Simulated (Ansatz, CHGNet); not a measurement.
For CoSn (P6/mmm, No. 191; start mp-20536), the machine-learned potential CHGNet-r²SCAN (trained on r²SCAN data) gives:

| Property | Result |
|---|---|
| lattice constant a | 5.163 Å |
| c axis length | 4.237 Å |

### Question
What does PBEsol (Ansatz, a first-principles code, plane waves, PAW) give for the same quantities?

### Answer

- lattice constant a: 5.214 Å (increases by 1.0 %)
- lattice parameter c: 4.181 Å (decreases by 1.3 %)

Changes are worked out from the printed values.

Unless a cell is named, each level is at its own relaxed cell (CHGNet-r²SCAN 16.30, PBEsol 16.41 Å³/atom).

The crystal itself was run without spin with PBEsol.

Caveats: the relaxation could not lower the start's symmetry, so the cell can be a saddle point above a distorted one (CHGNet-r²SCAN, PBEsol). Ansatz's density-functional and Hartree–Fock values are scalar-relativistic unless marked +SOC, with PAW data made under PBE.

A start named mp-… is a Materials Project structure, which can be a computed phase never made.
